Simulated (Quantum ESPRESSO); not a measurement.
# Convergence test for Ta₃O₅F₅ (Immm, 13 atoms in the cell)

```
Ta3(OF)5
1.0
    1.97042     2.00720    12.50755
   -1.97042     2.00720    12.50755
   -1.97042    -2.00720    12.50755
Ta O F
3 5 5
Direct
  0.00000   0.00000   0.00000
  0.15515   0.00000   0.15515
  0.84485   0.00000   0.84485
  0.34584   0.50000   0.84584
  0.65416   0.50000   0.15416
  0.00000   0.50000   0.50000
  0.07766   0.00000   0.07766
  0.92234   0.00000   0.92234
  0.15638   0.50000   0.65638
  0.84362   0.50000   0.34362
  0.23141   0.00000   0.23141
  0.76859   0.00000   0.76859
  0.50000   0.50000   0.00000
```

Computed with PBEsol, GBRV 1.5 ultrasoft (PBESOL) pseudopotentials (plane waves; Quantum ESPRESSO 7.5).

The starting cell comes from a database of computed structures (which also holds hypothetical and non-ambient phases and stackings), without a prior relaxation at this level. Spin-orbit coupling is off. In the base run, with a pressure of about -5 GPa the cell is away from its equilibrium volume at this level.

Held fixed: ecutwfc = 40 Ry; ecutrho = 320 Ry; occupations = fixed; potentials = {Ta: ta_pbesol_v1.uspp.F.UPF, O: o_pbesol_v1.2.uspp.F.UPF, F: f_pbesol_v1.4.uspp.F.UPF}; K_POINTS = automatic 6 6 6 0 0 0; nbnd = 60; mixing_beta = 0.3.

ΔF is the free energy per atom less that of the last row (1e-10 Ry).

```
conv_thr   ΔF (meV/atom)  pressure (GPa)  largest force (eV/Å)  gap on the mesh (eV)  iterations
---------  -------------  --------------  --------------------  --------------------  ----------
0.0001 Ry           0.01           -5.11                 0.666                 2.175           7
1e-05 Ry            0.00           -5.38                 0.613                 2.176           9
1e-07 Ry            0.00           -5.22                 0.619                 2.179          12
1e-10 Ry            0.00           -5.22                 0.619                 2.179          15
```

Largest force within 0.02 eV/Å of the last row: from conv_thr = 1e-05 Ry on; the one before it is off by 0.047 eV/Å. The value it settles on is 0.619 eV/Å at this level of theory and with the other settings as held.

Gaps are taken between levels on the mesh.

Left out of this page: 1 run of the series outside the window shown, repeating another row's setting, or not comparable.
